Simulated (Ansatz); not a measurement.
The parent structure is MgTe in the wurtzite structure (space group P6_3mc, No. 186; a = 4.5609 Å, c = 7.4130 Å).

Calculations: Ansatz (an electronic-structure program), PBEsol, PAW, cutoff 420 eV, without spin-orbit coupling.

For the base:

| Property | Result |
|---|---|
| Pressure | -0.01 GPa |
| Band gap | 2.39 eV |
| Smallest direct gap | 2.39 eV |
| Gap character | direct at Γ |

Modification: the cell is scaled by 0.9501 in all directions, atoms relaxed at fixed cell.

### Question
How does this affect the pressure?

### Answer
The pressure (mean of the normal stresses, compression positive) grows by 7.62 GPa (-0.01 GPa → 7.61 GPa).

### Question
Predict the new band gap.

### Answer
The band gap increases by 0.59 eV to 2.98 eV.

### Question
Estimate the effect on the smallest direct gap.

### Answer
The smallest direct gap grows by 0.72 eV, from 2.39 eV to 3.11 eV.

### Question
What does the calculation give for the gap character after the change?

### Answer
The gap character changes from direct at Γ to indirect, Γ → L–M (20 % along).

Spin-orbit coupling, missing from the scalar runs, can matter with Te. The cells carry an imposed strain or load. No phonon test of stability was made.
